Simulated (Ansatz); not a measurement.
HfS2 under a change: biaxial strain +2.00 %, plane normal [001], relaxed out of plane

Consider HfS₂ in the CdI2 type structure (space group P-3m1, No. 164; a = 3.5475 Å, c = 5.5768 Å; layered, stacked along the Cartesian z axis). Axes: x lies along a and z along c of the hexagonal cell.

Modification: tensile biaxial strain of 2.00 % in the plane normal to [001], as in epitaxy on a mismatched substrate; the out-of-plane cell vector and the atoms relax.

Calculations: Ansatz (an electronic-structure program), PBEsol-D3(BJ), PAW, cutoff 420 eV, no spin-orbit coupling. Γ-centred 11×11×6 mesh, Fermi–Dirac width 0.05 eV.

```tsv
quantity	base	changed	shift
space group	P-3m1 (No. 164)	P-3m1 (No. 164)	–
pressure (mean of the normal stresses, compression positive)	0.01 GPa	-2.19 GPa	-2.20 GPa
band gap	0.45 eV	0.60 eV	+0.15 eV
gap character	indirect, Γ → L	indirect, Γ → L	–
smallest direct gap	1.50 eV	1.50 eV	0.00 eV
width of the top valence band	2.39 eV	2.39 eV	0.00 eV
valence-band top at Γ (three highest levels, from the VBM)	0.00, -0.29, -0.29 eV	0.00, -0.45, -0.45 eV	–
out-of-plane strain	–	-0.74 %	–
ratio −ε⊥/ε∥	–	0.37	–
mean in-plane stress (compression positive)	–	-3.3 GPa	–
```

Spin-orbit coupling, missing from the scalar runs, can matter with Hf. Gaps are read on the SCF mesh and a high-symmetry path. Stability against distortions was not tested.
